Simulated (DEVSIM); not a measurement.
System: Schottky contact on p-type Si, at 300 K.

Layer 1 from the left is Si, thickness (μm) 0.930, Na (cm⁻³) 1.2e15, τn (s) 7.4e-5, τp (s) 7.4e-5. Layer 2 from the left is Si, thickness (μm) 40.0, Na (cm⁻³) 3.3e17, τn (s) 7.4e-5, τp (s) 7.4e-5.

Left contact: Schottky, work function 4.674 eV, emission velocity 3.1e6 cm/s. Right contact: ohmic. Voltage is applied to the left contact. Recombination: SRH at mid-gap, radiative. Mobility is constant in doping.

This is a model device: material constants are rounded textbook-type values typed into the input, and sizes, dopings and lifetimes were drawn at random. Values at 300 K.

Si: gap (eV) 1.124, affinity (eV) 4.05, permittivity 11.7, Nc (cm⁻³) 2.86e19, Nv (cm⁻³) 3.1e19, μn (cm²/Vs) 1417, μp (cm²/Vs) 470, B (cm³/s) 4.7e-15.

Model (solved in DEVSIM): 1D drift-diffusion, Boltzmann statistics, complete ionisation; no tunnelling, impact ionisation, image-force lowering or self-heating. Metal contacts follow the ideal Schottky-Mott rule: no Fermi-level pinning, no interface dipoles.

Question: What does the simulation give for the potential step across the device at zero bias, the dark forward voltage at 100 A/cm², the dark forward voltage at 1 A/cm²?

Answer: potential step across the device at zero bias 0.383 V; dark forward voltage at 100 A/cm² 0.316 V; dark forward voltage at 1 A/cm² 0.094 V.
